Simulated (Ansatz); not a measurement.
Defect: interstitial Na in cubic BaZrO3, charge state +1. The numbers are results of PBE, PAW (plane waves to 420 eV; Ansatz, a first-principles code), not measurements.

60-site cell at the relaxed PBE lattice, the Γ point alone, smearing 0.01 eV, spin-restricted, no finite-size correction. Energies are static. Spin-orbit coupling is left out. The host phase is not the lowest at 0 K, so the defect can set off distortions of the whole cell. The charge state is imposed; whether it is stable for some Fermi level was not computed. Sites that were not tried may lie lower. The start lies 0.25 eV above the lowest site run (PBE).

Barriers: single points on a 2×2×2 k-point mesh shifted by half a step at the bands' geometries (they differ from the bands' own by up to 0.09 eV, and are uncertain by about as much).

The step: a concerted move, in which Na travels most. Atoms about the jump, Cartesian Å from the middle of the jump, before and after:

```
atom     x0     y0     z0     x1     y1     z1
----  -----  -----  -----  -----  -----  -----
Na1    1.14  -0.98   0.00  -1.14   0.98   0.00
O2     0.94   1.22   0.05   1.02   1.24   0.04
O3     0.65  -0.96  -2.10   0.80  -0.94  -1.93
O4    -1.19   1.25  -2.02  -1.14   1.48  -2.10
O5     0.71  -0.93   2.16   0.70  -0.95   2.12
Ba6   -1.43  -1.07  -0.18  -1.10  -1.56  -0.01
Zr7    1.06   1.11  -2.23   1.04   1.06  -2.21
Zr8    1.05   1.11   2.06   1.06   1.05   2.06
O9    -1.13   1.43   2.27  -1.18   1.40   2.16
Ba10  -1.03   3.20  -0.11  -1.03   3.55  -0.18
Ba11   3.68  -1.00  -0.02   3.18  -1.03  -0.06
O12    0.88  -3.14   0.04   0.99  -3.14   0.05
O13   -3.18   1.14   0.04  -3.33   1.19   0.05
O14    3.06   1.01  -1.88   3.10   1.23  -2.07
O15    0.89   3.25  -2.08   1.04   3.32  -2.02
O16   -1.20  -3.14  -2.02  -1.13  -3.08  -2.08
Zr17  -3.18   1.15  -2.27  -3.22   1.06  -2.22
Zr18   1.06  -3.15  -2.21   1.10  -3.13  -2.25
```

Task: Give the saddle-point geometry and the barrier.

Result: 
```json
[
 {"atom": "Na1", "x": "0.06", "y": "0.11", "z": "-0.16"},
 {"atom": "O2", "x": "1.37", "y": "1.58", "z": "0.12"},
 {"atom": "O3", "x": "0.92", "y": "-0.88", "z": "-1.98"},
 {"atom": "O4", "x": "-1.09", "y": "1.12", "z": "-1.83"},
 {"atom": "O5", "x": "0.70", "y": "-0.84", "z": "1.89"},
 {"atom": "Ba6", "x": "-1.63", "y": "-1.59", "z": "0.05"},
 {"atom": "Zr7", "x": "1.17", "y": "1.22", "z": "-2.32"},
 {"atom": "Zr8", "x": "1.17", "y": "1.18", "z": "2.11"},
 {"atom": "O9", "x": "-1.13", "y": "1.34", "z": "2.08"},
 {"atom": "Ba10", "x": "-1.02", "y": "3.20", "z": "-0.10"},
 {"atom": "Ba11", "x": "3.14", "y": "-1.03", "z": "-0.10"},
 {"atom": "O12", "x": "0.88", "y": "-3.15", "z": "0.03"},
 {"atom": "O13", "x": "-3.36", "y": "1.13", "z": "0.03"},
 {"atom": "O14", "x": "3.15", "y": "1.20", "z": "-2.11"},
 {"atom": "O15", "x": "0.79", "y": "3.29", "z": "-2.14"},
 {"atom": "O16", "x": "-1.22", "y": "-3.03", "z": "-2.02"},
 {"atom": "Zr17", "x": "-3.10", "y": "1.05", "z": "-2.20"},
 {"atom": "Zr18", "x": "1.04", "y": "-3.09", "z": "-2.20"}
]
```
It lies 0.98 eV above the start and 0.98 eV above the end. The check of the saddle point's order was inconclusive.
